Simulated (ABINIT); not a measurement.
Worked example: self-consistent single point of Mg2Pd (I4/mmm, 3 atoms in the cell) in ABINIT

Method of the run: LDA (PW92), PAW (JTH v2.0 LDA PAW) (plane waves; ABINIT 10.0.3).

This input was run:

```
# Mg2Pd, JTH v2.0 LDA PAW
pp_dirpath "./"
pseudos "Mg.LDA_PW-JTH.xml, Pd.LDA_PW-JTH.xml"
acell 3*1.0 Angstrom
rprim
        -1.6080370000    1.6080370000    5.0028180000
         1.6080370000   -1.6080370000    5.0028180000
         1.6080370000    1.6080370000   -5.0028180000
natom 3
ntypat 2
znucl 12 46
typat 1 1 2
xred
         0.6472200000    0.6472200000    0.0000000000
         0.3527800000    0.3527800000    0.0000000000
         0.0000000000    0.0000000000    0.0000000000
ecut 24
pawecutdg 48
pawxcdev 0
ixc 7
occopt 3
tsmear 0.00367493
nband 25
kptopt 1
ngkpt 12 12 12
nshiftk 1
shiftk 0 0 0
nstep 80
tolvrs 1.0e-11
prtwf 0
prtden 0
enunit 1
```

Output (repeated stretches shortened):

```
 Symmetries : space group I4/m m m (#139); Bravais tI (body-center tetrag.)

 -outvars: echo values of preprocessed input variables --------
            acell      1.8897261329E+00  1.8897261329E+00  1.8897261329E+00 Bohr
             ecut      2.40000000E+01 Hartree
           enunit           1
              ixc           7
         kptrlatt       12    0    0      0   12    0      0    0   12
          kptrlen      7.29299890E+01
            natom           3
            nband          25
            ngfft          48      48      48
          ngfftdg          72      72      72
             nkpt         163
            nstep          80
             nsym          16
           ntypat           2
           occopt           3
        pawecutdg      4.80000000E+01 Hartree
         pawxcdev           0
            rprim     -1.6080370000E+00  1.6080370000E+00  5.0028180000E+00
                       1.6080370000E+00 -1.6080370000E+00  5.0028180000E+00
                       1.6080370000E+00  1.6080370000E+00 -5.0028180000E+00
          spgroup         139
           tolvrs      1.00000000E-11
           tsmear      3.67493000E-03 Hartree
            typat      1  1  2
           useylm           1
             xred      6.4722000000E-01  6.4722000000E-01  0.0000000000E+00
                       3.5278000000E-01  3.5278000000E-01  0.0000000000E+00
                       0.0000000000E+00  0.0000000000E+00  0.0000000000E+00
            znucl       12.00000   46.00000

== DATASET  1 ==================================================================

 Exchange-correlation functional for the present dataset will be:
  LDA: Perdew-Wang 92 LSD fit to Ceperley-Alder data - ixc=7
 Citation for XC functional:
  J.P.Perdew and Y.Wang, PRB 45, 13244 (1992)

 Real(R)+Recip(G) space primitive vectors, cartesian coordinates (Bohr,Bohr^-1):
 R(1)= -3.0387495  3.0387495  9.4539559  G(1)=  0.0000000  0.1645414  0.0528879
 R(2)=  3.0387495 -3.0387495  9.4539559  G(2)=  0.1645414  0.0000000  0.0528879
 R(3)=  3.0387495  3.0387495 -9.4539559  G(3)=  0.1645414  0.1645414  0.0000000
 Unit cell volume ucvol=  3.4919127E+02 bohr^3
 Angles (23,13,12)=  1.45971027E+02  1.45971027E+02  4.88897994E+01 degrees

 Coarse grid specifications (used for wave-functions):

 getcut: wavevector=  0.0000  0.0000  0.0000  ngfft=  48  48  48
         ecut(hartree)=     24.000   => boxcut(ratio)=   2.09605

 Fine grid specifications (used for densities):

 getcut: wavevector=  0.0000  0.0000  0.0000  ngfft=  72  72  72
         ecut(hartree)=     48.000   => boxcut(ratio)=   2.22320

   2.52785711E+03                                ecore*ucvol(ha*bohr**3)

_setup2: Arith. and geom. avg. npw (full set) are    1961.192    1961.178

--- !BeginCycle
solver: {iscf: 17, nstep: 80, nline: 4, wfoptalg: 10, }
tolerances: {tolvrs: 1.00E-11, }
...

     iter   Etot(hartree)      deltaE(h)  residm     nres2
 ETOT  1  -247.37906465993    -2.474E+02 6.012E+01 4.541E+02
 ETOT  2  -256.91869921373    -9.540E+00 1.784E-01 5.576E+02
 ETOT  3  -256.23628902301     6.824E-01 1.432E-01 1.401E+02
 ETOT  4  -256.15504394780     8.125E-02 4.558E-02 3.599E+01
 ETOT  5  -256.15721789225    -2.174E-03 2.237E-02 3.046E+01
 ETOT  6  -256.16821147716    -1.099E-02 4.972E-03 4.220E+01
   [... 20 lines left out ...]
 ETOT 27  -256.11294034634    -3.809E-12 9.881E-05 4.118E-09
 ETOT 28  -256.11294034634    -2.331E-12 7.807E-05 1.767E-10
 ETOT 29  -256.11294034634     4.832E-12 6.680E-05 4.729E-11
 ETOT 30  -256.11294034634     6.821E-13 8.471E-05 3.470E-11
 ETOT 31  -256.11294034634    -1.364E-12 4.672E-05 6.856E-13

 At SCF step   31       nres2   =  6.86E-13 < tolvrs=  1.00E-11 =>converged.

 Cartesian components of stress tensor (hartree/bohr^3)
  sigma(1 1)=  5.87488887E-05  sigma(3 2)=  0.00000000E+00
  sigma(2 2)=  5.87488887E-05  sigma(3 1)=  0.00000000E+00
  sigma(3 3)=  5.94269135E-05  sigma(2 1)=  0.00000000E+00

 ----iterations are completed or convergence reached----

 reduced coordinates (array xred) for    3 atoms
       0.647220000000      0.647220000000      0.000000000000
       0.352780000000      0.352780000000      0.000000000000
       0.000000000000      0.000000000000      0.000000000000
 cartesian forces (eV/Angstrom) at end:
    1      0.00000000000000    -0.00000000000000    -0.12735382997691
    2     -0.00000000000000    -0.00000000000000     0.12735382997691
    3      0.00000000000000     0.00000000000000    -0.00000000000000
 frms,max,avg= 6.0035171E-02 1.2735383E-01   0.000E+00  0.000E+00  0.000E+00 e/A
 length scales=  1.889726132886  1.889726132886  1.889726132886 bohr
              =  1.000000000000  1.000000000000  1.000000000000 angstroms
 Fermi (or HOMO) energy (eV) =   7.37435   Average Vxc (eV)= -10.13817
 Eigenvalues (   eV  ) for nkpt= 163  k points:
 kpt#   1, nband= 25, wtk=  0.00058, kpt=  0.0000  0.0000  0.0000 (reduced coord)
 -76.96666  -67.29816  -67.29276  -42.77762  -42.76303  -42.76303  -34.74847  -34.70430
 -34.70225  -34.70225  -34.69199  -34.69199   -0.19372    3.09393    3.46663    4.77334
   4.77334    5.16153    6.21420    7.71236   14.22645   15.00708   15.00708   15.74409
  15.74409
 prteigrs : prtvol=0 or 1, do not print more k-points.

--- !EnergyTerms
comment             : Components of total free energy in Hartree
kinetic             :  2.00059001847858E+01
hartree             :  5.18674682707948E+01
xc                  : -6.64936588096104E+00
Ewald energy        : -1.44806406848906E+02
psp_core            :  7.23917614332609E+00
local_psp           : -1.57154014710365E+02
spherical_terms     : -2.66145636144391E+01
internal            : -2.56111806455764E+02
'-kT*entropy'       : -1.13430340462528E-03
total_energy        : -2.56112940759168E+02
total_energy_eV     : -6.96918754251117E+03
...

-Cartesian components of stress tensor (GPa)         [Pressure= -1.7351E+00 GPa]
- sigma(1 1)=  1.72845169E+00  sigma(3 2)=  0.00000000E+00
- sigma(2 2)=  1.72845169E+00  sigma(3 1)=  0.00000000E+00
- sigma(3 3)=  1.74839986E+00  sigma(2 1)=  0.00000000E+00

 Calculation completed.
```

The run converged in 31 iterations.

The starting cell comes from a database of computed structures (which also holds hypothetical and non-ambient phases and stackings), without a prior relaxation at this level. Its lattice was rescaled by a random factor within 2.5 % of one. Spin polarisation is off.

Cost on one core of a shared machine: roughly 30 min.
